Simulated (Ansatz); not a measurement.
## Ir: uniaxial strain ε_zz = +1.00 %

Take Ir in the fcc (Cu type) structure (space group Fm-3m, No. 225; a = 3.845 Å; relaxed with 0.1 eV smearing) as the base. Axes: x, y, z lie along the cube axes.

One thing is altered: the cell is stretched by 1.00 % along z with no lateral relaxation, atoms relaxed at fixed cell.

The values are results of r2SCAN/PAW in Ansatz (a first-principles code), no spin-orbit coupling, not measurements. Γ-centred 29×29×29 mesh, Fermi–Dirac width 0.1 eV.

The space group goes from Fm-3m (No. 225) to I4/mmm (No. 139) and the energy rises by 2.7 meV/atom. The pressure (mean of the normal stresses, compression positive) goes from zero to -3.6 GPa and the band gap stays zero. The stress (xx, yy, zz, yz, xz, xy; compression positive) is (-2.4, -2.4, -6.1, 0.0, 0.0, 0.0) GPa.

Cost of the whole job for the changed cell (relaxation, final SCF and bands): around 110 core-seconds (rough).

Whether these cells are dynamically stable was not tested. All final runs are without spin polarisation.
